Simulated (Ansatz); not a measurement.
TlPb (R-3m): band-structure transport figures

Here is the system:

```xyz
2
Lattice="1.7191 0.9925 5.7131 -1.7191 0.9925 5.7131 0.0000 -1.9851 5.7131" Properties=species:S:1:pos:R:3 pbc="T T T"
Tl     0.0000     0.0000     8.5697
Pb     0.0000     0.0000     0.0000
```

Calculation: PBEsol with spin-orbit coupling, rigid bands (plane waves, PAW; Ansatz, a first-principles code). Condition of this run: spin-orbit coupling switched on. Cell: cell and atoms relaxed with PBEsol.

```json
{
  "density of states at the Fermi level": "0.942 states/(eV·cell), both spins",
  "bare Sommerfeld coefficient": "1.11 mJ/(mol of atoms·K²)",
  "drude_plasma_energy": "6.9 eV",
  "root-mean-square Fermi velocity": "1.1e6 m/s",
  "resistivity times τ": "10.2 (x), 10.2 (y), 10.0 (z) ×10⁻²² Ω·m·s"
}
```

A metal at this level (no band gap); rigid bands, thermally averaged at 300 K, both spins. τ is one relaxation time for all states.

Computed structure, not matched to a measured one here, so possibly hypothetical: TlPb (R-3m).
